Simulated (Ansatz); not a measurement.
The parent structure is Ge in the diamond structure (space group Fd-3m, No. 227; a = 5.676 Å).

All numbers come from PBEsol in Ansatz (plane waves to 420 eV, PAW, no SOC), earlier PAW set.

Before the change:

The volume per atom comes out as 22.86 Å³ and the band gap is zero.

It is then changed as follows: full substitution Ge → Zn, then cell and atoms are relaxed.

Tabulated Pauling electronegativity and covalent radius: Ge 2.01, 1.20 Å; Zn 1.65, 1.22 Å.

**Question.** Predict the new volume per atom.

**Answer.** The volume per atom falls by 0.25 Å³ to 22.61 Å³.

**Question.** Predict the new band gap.

**Answer.** The band gap stays zero.

Stability against distortions was not tested. As relaxed here, Zn is a hypothetical phase, not in the database extracts checked. A zero or small gap of Ge can be the functional's error rather than a property of the material.

Ansatz is a program for electronic structure.
